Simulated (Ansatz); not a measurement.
Cells marked so need not be the phases stable at ambient conditions, and some may be hypothetical.

The gap is the functional's own, uncorrected, and κ follows it; spin-orbit coupling is left out. Mid-gap values are interpolated between the computed energies.

A. MoS₂ (R3m, 3 atoms a cell, 17.2 Å³ an atom, 3 GPa at this level), along the normal of (101)
B. TiO$_{2}$ (P4_2/mnm, rutile, 6 atoms a cell, 10.4 Å³ an atom), along the normal of (001)
C. SiC (P6_3mc, wurtzite, 4 atoms a cell, 10.3 Å³ an atom), along the normal of (111)
D. ZnO (P6_3mc, wurtzite, 4 atoms a cell, 11.8 Å³ an atom), along the normal of (110)
E. KRb2ScF6 (I4/m, not sure to be the ambient phase, 10 atoms a cell, 17.9 Å³ an atom), along the normal of (001)

### Question
Rank these by mid-gap decay constant of the slowest evanescent state (highest first), as r2SCAN run with Ansatz (an electronic-structure program) gives it.

### Answer
E (0.52 1/Å), B (0.28 1/Å), C (0.24 1/Å), A (0.20 1/Å), D (0.13 1/Å)
